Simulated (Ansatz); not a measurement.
**Worked sum: formation energy of Pt_Cu in Cu (fcc, Fm-3m)**

Subject: the formation energy of Pt_Cu in Cu (fcc, Fm-3m). Reaction: 63 Cu (fcc) + Pt (fcc) → cell A.

A: a supercell of 64 sites of Cu (fcc, Fm-3m) with Pt on a Cu site (12 Cu at 2.61 Å); spin state with PBE: run without spin.

Method: Ansatz (an electronic-structure program), PAW, neutral cells at 0 K with nuclei at rest, on structures from PBE. Ansatz runs with its default PAW set. Larger cells are relaxed from a start prepared with the learned potential CHGNet, on a coarser mesh till forces fall under 0.03 eV/Å, which some starts already meet. A dispersion term (D3(BJ), or D4 for r2SCAN) was computed beside these levels and is taken off wherever the name lacks it. Space groups of crystals are read within 0.01 Å. The runs are scalar-relativistic, without spin-orbit coupling. Mesh and cell size may move defect energies by 0.1 eV or more. Cell A has symmetry Fm-3m within 0.02 Å and got no random move, so less symmetric positions, which may lie lower, weren't tried.

Total energies of the cells in eV, at zero smearing width. They compare only within one column; the weights balance every element.

```
cell         atoms  weight            PBE
-----------  -----  ------  -------------
A: Cu:Pt_Cu     64      +1  -429909.55369
Cu (fcc)        64  −63/64  -424011.20562
Pt (fcc)         1      −1   -12523.01641
```

PBE: (-429909.55369) − 63/64 × (-424011.20562) − (-12523.01641) = -0.507 eV.
